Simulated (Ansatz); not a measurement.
# Ag2S: pressure series

Take Ag₂S in the anti-fluorite structure (space group Fm-3m, No. 225; a = 6.090 Å; a model cell, its experimental status unchecked) as the base.

Cell and atoms are relaxed at each pressure.

The values are results of PBEsol, PAW, 420 eV (Ansatz, a quantum-chemistry and plane-wave program; no SOC), earlier PAW set, not measurements.

Notes on the quantities. enthalpy: H = E + PV relative to the base's energy.

```json
[
 {"case": "base", "volume per atom": "18.82 Å³", "enthalpy": "–"},
 {"case": "pressure −2 GPa", "volume per atom": "19.33 Å³", "enthalpy": "-0.24 eV/atom"},
 {"case": "pressure −1 GPa", "volume per atom": "19.07 Å³", "enthalpy": "-0.12 eV/atom"},
 {"case": "pressure 1.8 GPa", "volume per atom": "18.44 Å³", "enthalpy": "+0.21 eV/atom"},
 {"case": "pressure 4.2 GPa", "volume per atom": "17.99 Å³", "enthalpy": "+0.48 eV/atom"},
 {"case": "pressure 9 GPa", "volume per atom": "17.25 Å³", "enthalpy": "+1.01 eV/atom"},
 {"case": "pressure 18 GPa", "volume per atom": "(withheld)", "enthalpy": "+1.95 eV/atom"},
 {"case": "pressure 30 GPa", "volume per atom": "15.25 Å³", "enthalpy": "+3.12 eV/atom"},
 {"case": "pressure 45 GPa", "volume per atom": "14.37 Å³", "enthalpy": "+4.51 eV/atom"},
 {"case": "pressure 60 GPa", "volume per atom": "13.69 Å³", "enthalpy": "+5.82 eV/atom"}
]
```

Problem. Some entries are withheld; estimate them.

Solution. 
- pressure 18 GPa, volume per atom: 16.22 Å³

Load acts through the strain it causes; cell and atoms are relaxed under it. Stability against distortions was not tested. Competing high-pressure phases were not computed. All final runs are without spin polarisation. This is not the structure that Ag2S has at room temperature and ambient pressure.
